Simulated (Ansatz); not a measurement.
The parent structure is Cu3N (space group Pm-3m, No. 221).

Space group Pm-3m (No. 221); a = b = c = 3.7209 Å, α = β = γ = 90.00°

```
atom  site  symmetry       x       y       z
----  ----  --------  ------  ------  ------
Cu      3d    4/mm.m  0.0000  0.0000  0.5000
N       1a      m-3m  0.0000  0.0000  0.0000
```

Calculations: LDA (Ansatz, a program for electronic structure; PAW; 420 eV plane waves; no spin-orbit coupling).

Strains are applied to the cell and any free atomic positions relax.

One change was made to it. Results:

The energy grows by 29 meV/atom; the band gap changes from zero to 0.20 eV.

**Question.** What was done to the base?
A) isotropic strain +3.00 %
B) isotropic strain +2.40 %
C) isotropic strain +1.80 %
D) isotropic strain +0.60 %

**Answer.** B, isotropic strain +2.40 %. For comparison, the band gap in the other runs: isotropic strain +3.00 % gives 0.26 eV; isotropic strain +0.60 % gives zero; isotropic strain +1.80 % gives 0.14 eV.

Stability against distortions was not tested. All final runs are without spin polarisation. Gaps under 0.05 eV, about the width of the smearing, are given as zero. The zero or small gap of Cu3N can change with the level of theory.
